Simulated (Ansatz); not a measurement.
The reference is SrO in the rock salt structure (space group Fm-3m, No. 225; a = 5.1599 Å).

Computed with r2SCAN, PAW, 500 eV (Ansatz, a program for electronic structure; no SOC).

Base values:

The electron mass is 1.2 mₑ along k, 0.40 mₑ across (at X). The density is 5.01 g/cm³ and the band gap comes out as 3.80 eV. The smallest direct gap is 3.88 eV.

Modification: a hydrostatic pressure of 10 GPa.

### Question
Predict the new electron mass.

### Answer
The electron mass changes from 1.2 mₑ along k, 0.40 mₑ across (at X) to 1.2 mₑ along k, 0.38 mₑ across (at X).

### Question
How does this affect the density?

### Answer
The density rises by 0.46 g/cm³, from 5.01 g/cm³ to 5.47 g/cm³.

### Question
Estimate the effect on the band gap.

### Answer
The band gap drops by 0.05 eV, from 3.80 eV to 3.75 eV.

### Question
Predict the new smallest direct gap.

### Answer
The smallest direct gap shrinks by 0.12 eV, from 3.88 eV to 3.76 eV.

Load acts through the strain it causes; cell and atoms are relaxed under it. Effective masses come from finite differences of ±0.01 Å⁻¹. Along k means along the line from Γ to the band edge. No phonon test of stability was made. No other phases were tried under pressure.
